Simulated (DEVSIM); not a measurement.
System: abrupt Si p-n junction, at 350 K.

Layer 1 from the left is Si, thickness (μm) 2.50, Na (cm⁻³) 1.3e18, τn (s) 2e-7, τp (s) 2e-7. Layer 2 from the left is Si, thickness (μm) 160, Nd (cm⁻³) 1.3e16, τn (s) 2e-7, τp (s) 2e-7.

Left contact: ohmic. Right contact: ohmic. Voltage is applied to the left contact. Recombination: SRH at mid-gap, radiative, Auger. Mobility is μmin + (μ − μmin)/(1 + (N/Nref)^α).

The device is made up for the run: typed textbook-type constants, with dimensions and the other settings drawn at random. Values at 300 K; Nc and Nv go as T^1.5, mobilities as T to minus their exponent, the gap by Varshni's rule with the affinity fixed.

Si: gap (eV) 1.124, affinity (eV) 4.05, permittivity 11.7, Nc (cm⁻³) 2.86e19, Nv (cm⁻³) 3.1e19, μn (cm²/Vs) 1417, μp (cm²/Vs) 470, μn,min 52, μp,min 45, Nref,n 9.7e16, Nref,p 2.2e17, αn 0.68, αp 0.72, T exponent of μn 2.3, T exponent of μp 2.2, B (cm³/s) 4.7e-15, Cn (cm⁶/s) 2.8e-31, Cp (cm⁶/s) 9.9e-32, Varshni α (eV/K) 0.000473, Varshni β (K) 636.

**Question.** Estimate by hand the built-in potential, the peak field at zero bias, the capacitance at -0.6 V, and compare with a numerical solution.

**Answer.** 
- Built-in potential: ni = √(Nc Nv) exp(−Eg/2kT) = 3.78e11 cm⁻³ with Eg = 1.111 eV; Vbi = kT/q ln(Na Nd/ni²) = 0.769 V; numerical 0.769 V.
- Peak field at zero bias: depletion approximation: W = √(2εVbi/(qN)) = 0.278 μm with N = 1.29e16 cm⁻³; field = 2Vbi/W = 55300 V/cm; numerical 79800 V/cm (estimate below by 31 %).
- Capacitance at -0.6 V: C = √(qεN / 2(Vbi + |V|)) = 27.9 nF/cm²; numerical 28.8 nF/cm² (estimate below by 3.2 %).

DEVSIM, 1D drift-diffusion, Boltzmann statistics, complete ionisation; no tunnelling, impact ionisation, image-force lowering or self-heating.
